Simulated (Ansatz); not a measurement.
For Be5Au (F-43m), Ansatz (a first-principles code) with PBEsol, DFPT electron-phonon coupling, linearised Boltzmann equation gives a transport coupling λ_tr = 0.513 and a Drude plasma energy ħω_p = 5.63 eV.

Q: Estimate the resistivity at 300 K from the high-temperature formula ρ = 2π λ_tr k_B T / (ħ ε₀ ω_p²), and say how the full Boltzmann solution compares.

A: The scattering rate is 1/τ = 2π λ_tr k_B T/ħ = 1.27e14 s⁻¹ and ω_p = 8.55e15 s⁻¹, so ρ ≈ 19.5 μΩ·cm. The Boltzmann solution gives 15.2 μΩ·cm, 0.78 times the estimate; it lies lower because k_BT is not large against the phonon energies and the solution lets the distribution adjust.

A metal at this level (no band gap). Only scattering by harmonic phonons is included (no impurities, grain boundaries, electron-electron scattering or thermal expansion). Spin-orbit coupling is left out, which matters with elements this heavy. Halving the electron mesh (24x24x24) moves the resistivity by up to 3 % at 300 K, the coupling by up to 5 %. Smearing 0.20 eV; phonons on a 4x4x4 q mesh, which this run doesn't test.

Formula and space group known from diffraction (Crystallography Open Database), not checked to be the room-temperature form: Be5Au (F-43m).
